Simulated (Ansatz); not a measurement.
**Ta: energy against volume**

Ta (bcc, Im-3m, 17.675 Å³/atom and stress up to 0.01 GPa in the relaxed cell, cube axes along x, y and z) under hydrostatic pressure, with the cell free. PBEsol in Ansatz, a plane-wave DFT program (PAW, default set), 420 eV, 20×20×20 Γ-centred mesh, Fermi-Dirac smearing 0.05 eV.

Here V stands for volume and E for E less E0.

| volume (Å³/atom) | E less E0 (meV/atom) | pressure (GPa) |
|---|---|---|
| 17.8497 | 1.16 | -2.02 |
| 17.7620 | 0.30 | -1.02 |
| 17.6750 | 0.00 | 0.00 |
| 17.6009 | 0.18 | 0.88 |
| 17.5014 | 1.07 | 2.10 |
| 17.3124 | 4.88 | 4.50 |
| 16.9825 | 18.58 | 8.99 |
| 16.5829 | 48.27 | 14.98 |
| 15.7315 | ? | ? |

### Question
Using the third-order Birch-Murnaghan form, a cubic in V^(-2/3), estimate the missing E at V = 15.7315 from the other rows, showing the fit.

### Answer
With u = V^(-2/3) - 0.1489, the rows have u = -0.0024871, -0.0020055, -0.0015239, -0.0011106, -0.0005509, 0.0005268, 0.0024557, 0.0048776. Least squares gives E = 2.673 + 3564.0·u + 1187386·u² - 304091·u³. Residuals (row less fit): 0.002, -0.004, 0.000, 0.000, 0.000, 0.000, -0.001, -0.001; standard error 0.002 (degrees of freedom: 4). Its minimum lies at u = -0.0014999, so V0 = (0.1474001)^(-3/2) = 17.67. There d²E/du² = 2378000 and d³E/du³ = -1825000, so B0 = (4/9) × 17.67^(-7/3) × 2378000 × 0.160218 = 208 GPa (the last factor turns the table's units into GPa), and B0' = 4 + (2/3) × 0.1474001 × (-1825000)/2378000 = 3.9. B0' rests on the cubic coefficient alone and has a standard error of 0.1 from these residuals. At the withheld row, u = 0.0103771, so E = 2.673 + 3564.0 × 0.0103771 + 1187386 × 0.0103771² - 304091 × 0.0103771³ = 167.180 meV/atom. The calculation gives 166.31 meV/atom, 0.870 meV/atom below the prediction (0.5 % of the range of E in the table). The row lies outside the fitted rows, so this is an extrapolation. The scatter of the fitted rows lies at the last printed digit.

In a metal these values are sensitive to mesh and smearing; energies are taken to zero smearing, stresses follow the free energy. Other structures, which can take over under pressure, weren't tried. The same form fitted to the pressure column gives B0' = 3.7; series where the two differ by over 0.4 aren't shown. Rows are the converged runs of the series near zero and its far end, less any whose ions stayed unrelaxed beside relaxed ones; series whose fitted rows scatter by over a few per cent of the range, as at a crossing or softening among them, aren't shown in this form.
